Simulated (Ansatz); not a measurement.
## Y in the diamond structure (space group Fd-3m, No. 227; a hypothetical phase, not in the database extracts checked)

```cif
data_Y8
_chemical_formula_sum 'Y8'
_space_group_name_H-M_alt 'Fd-3m :1'
_space_group_IT_number 227
_space_group_name_Hall 'F 4d 2 3 -1d'
_cell_length_a 7.04032
_cell_length_b 7.04032
_cell_length_c 7.04032
_cell_angle_alpha 90.000
_cell_angle_beta 90.000
_cell_angle_gamma 90.000
loop_
_atom_site_label
_atom_site_type_symbol
_atom_site_symmetry_multiplicity
_atom_site_Wyckoff_symbol
_atom_site_fract_x
_atom_site_fract_y
_atom_site_fract_z
_atom_site_occupancy
Y1 Y 8 b 0.50000 0.50000 0.50000 1
```
(The calculation used a cell of 2 atoms; values per cell refer to that cell.)

Calculations: Kohn–Sham DFT with the PBE functional, run in Ansatz (a quantum-chemistry and plane-wave program) with PAW and 420 eV plane waves, no spin-orbit coupling. Γ-centred 12×12×12 mesh, Fermi–Dirac width 0.05 eV.

The volume per atom is 43.62 Å³. The density is 3.38 g/cm³, the band gap comes out as zero and the total energy comes out as -3846.685 eV/atom (σ→0; compares only within this code and set-up).

Stability against distortions was not tested. The final runs are not spin-polarised. Y has a high density of states at the Fermi level and may be magnetic at this level.
